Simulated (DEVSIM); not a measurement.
System: W/SiON/p-Ge capacitor, at 300 K.

Layer 1 from the left is SiON, thickness (nm) 4.20. Layer 2 from the left is Ge, thickness (nm) 18000, Na (cm⁻³) 5.5e13.

Metal gate on the left, work function 4.6 eV. Fixed charge at the semiconductor interface 0 cm⁻² (in units of +e); no interface traps.

This is a model device: material constants are rounded textbook-type values typed into the input, and sizes, dopings and lifetimes were drawn at random. Values at 300 K.

SiON: gap (eV) 7, affinity (eV) 1.4, permittivity 5.5. Ge: gap (eV) 0.664, affinity (eV) 4, permittivity 16, Nc (cm⁻³) 1.04e19, Nv (cm⁻³) 6e18.

**Question.** Estimate by hand the flat-band voltage, the threshold voltage, and compare with a numerical solution.

**Answer.** 
- Flat-band voltage: C = 1.16 μF/cm², work-function difference 0.233 V; VFB = φms − qNf/C = 0.23 V; numerical 0.23 V.
- Threshold voltage: φF = 0.028 V, depletion charge √(4εqNφF) = 1.19e-9 C/cm²; VT = VFB + 2φF + Qd/C = 0.29 V; numerical 0.29 V.

Simulated with DEVSIM: 1D Poisson equation in equilibrium, Boltzmann statistics, complete ionisation; no quantum confinement or tunnelling. Metal contacts follow the ideal Schottky-Mott rule: no Fermi-level pinning, no interface dipoles.
